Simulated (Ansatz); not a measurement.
## LaN (P6₃mc, No. 186, 4 atoms in the cell; start mp-567290; a measured phase of this formula has another space group)

Method: HSE06 (Ansatz, an electronic-structure program, plane waves, PAW).

Run with plane-wave cutoff 520 eV, 6×6×4 k mesh (along the axes of the cell as run), scalar-relativistic PAW data made under PBE.

Cell (relaxed at this level):

```cif
data_La2N2
_chemical_formula_sum 'La2 N2'
_space_group_name_H-M_alt 'P63mc'
_space_group_IT_number 186
_space_group_name_Hall 'P 6c -2c'
_cell_length_a 4.12737
_cell_length_b 4.12737
_cell_length_c 5.90297
_cell_angle_alpha 90.000
_cell_angle_beta 90.000
_cell_angle_gamma 120.000
loop_
_atom_site_label
_atom_site_type_symbol
_atom_site_symmetry_multiplicity
_atom_site_Wyckoff_symbol
_atom_site_fract_x
_atom_site_fract_y
_atom_site_fract_z
_atom_site_occupancy
La1 La 2 b 0.66667 0.33333 0.49756 1
N1 N 2 b 0.33333 0.66667 0.41244 1
```

For LaN (P6₃mc, No. 186, 4 atoms in the cell; start mp-567290; a measured phase of this formula has another space group), the voigt–Reuss–Hill bulk modulus is 91.0 GPa and the polycrystal shear modulus (Hill average) is 23.3 GPa. The Young modulus comes out as 64.5 GPa and the Poisson ratio is 0.382.

Note: the relaxation could not lower the start's symmetry, so the cell can be a saddle point above a distorted one.

Elastic constants are with the ions relaxed.

Spin–orbit coupling is not included.

It cost around 4 core-hours (rough) of CPU time.

A start named mp-… is a Materials Project structure, which need not be a measured phase.
